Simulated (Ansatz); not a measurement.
Take Al2O3 in the corundum structure (space group R-3c, No. 167) as the base.

```yaml
crystal:
  lattice:
    - [2.38689, 1.37807, 4.33822]
    - [-2.38689, 1.37807, 4.33822]
    - [0.00000, -2.75614, 4.33822]
  atoms:
    - { symbol: Al, position: [0.64792, 0.64792, 0.64792] }
    - { symbol: Al, position: [0.14792, 0.14792, 0.14792] }
    - { symbol: Al, position: [0.35208, 0.35208, 0.35208] }
    - { symbol: Al, position: [0.85208, 0.85208, 0.85208] }
    - { symbol: O, position: [0.75000, 0.44414, 0.05586] }
    - { symbol: O, position: [0.05586, 0.75000, 0.44414] }
    - { symbol: O, position: [0.25000, 0.55586, 0.94414] }
    - { symbol: O, position: [0.55586, 0.94414, 0.25000] }
    - { symbol: O, position: [0.94414, 0.25000, 0.55586] }
    - { symbol: O, position: [0.44414, 0.05586, 0.75000] }
```

Cartesian axes are those of the cell as printed.

Level of theory: PBEsol (Ansatz, a program for electronic structure), no SOC.

Strains are applied to the cell and any free atomic positions relax.

One change was made to it. Results:

```csv
quantity,base,after
band gap,6.03 eV,6.26 eV
electron mass,"0.40 mₑ along c, 0.37 mₑ across (at Γ)","0.39 mₑ along x, 0.37 mₑ along y, 0.40 mₑ along z (at Γ)"
shortest interatomic distance,1.861 Å,1.835 Å
```

### Question
What was done to the base?
A. uniaxial strain ε_xx = −0.75 %
B. uniaxial strain ε_xx = −2.25 %
C. uniaxial strain ε_xx = −1.50 %

### Answer
B, uniaxial strain ε_xx = −2.25 %. For comparison, the band gap in the other runs: uniaxial strain ε_xx = −1.50 % gives 6.20 eV; uniaxial strain ε_xx = −0.75 % gives 6.13 eV.

Masses are band curvatures over ±0.01 Å⁻¹ around the edge. Whether these cells are dynamically stable was not tested.
